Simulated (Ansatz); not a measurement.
Consider CdGeAs₂ in the chalcopyrite structure (space group I-42d, No. 122; a = 6.047 Å, c = 11.490 Å).

Calculations: PBE (Ansatz, a program for electronic structure, PAW, no spin-orbit coupling).

Base values:

| Item | Value |
|---|---|
| Gap character | indirect, k = (0, 0.091, 0) in the run's primitive reciprocal basis → Γ |

It is then changed as follows: electron doping at 7.0×10^21 cm⁻³ (1.47 per cell), with a uniform compensating background at fixed cell and a 300 K Fermi–Dirac width.

### Question
What happens to the Fermi level from band edge, gap character and largest internal atomic displacement?

### Answer
The Fermi level relative to the doped band's edge (positive inside the band; to 0.05 eV) comes out as +1.15 eV; the gap character is still indirect, k = (0, 0.091, 0) in the run's primitive reciprocal basis → Γ; the largest internal atomic displacement amounts to 0.035 Å.

Carriers are added with a uniform compensating background; total energy and stress of such cells depend on the potential's zero and are not compared; many-body gap narrowing is missing at this level. Stability against distortions was not tested. The zero or small gap of CdGeAs2 can change with the level of theory.
